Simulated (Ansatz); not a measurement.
Charge-transition levels above the valence-band maximum in rock-salt NaCl (eV), each at one geometry relaxed with PBE and evaluated in Ansatz (a first-principles code) with PBE, r2SCAN. Host gaps: PBE 4.99 eV, r2SCAN 5.78 eV. Details: 64-site cell; 2×2×2 shifted k-points; charged states image-corrected; not converged in cell size; flagged in the runs: for some of the defects a doubtful potential alignment. The rows are drawn at random from this host's settled ones; left out are rows whose spin state changes with the functional and levels within 0.3 eV of a band edge at the highest level.

| defect | PBE | r2SCAN |
|---|---|---|
| Cl vacancy + 1 H (+1/0) | 1.03 | 1.37 |
| Cd on the Na site (+1/0) | 3.58 | 4.10 |
| H interstitial started on Cl (+1/0) | 3.39 | 3.53 |
| H interstitial started on Cl (0/−1) | 3.08 | 3.53 |
| Cd on the Na site (0/−1) | 3.78 | 4.33 |

PBE less r2SCAN: over the 5 rows with both numbers, mean -0.40 eV, median -0.45 eV, mean size 0.40 eV, from -0.55 to -0.14 eV.
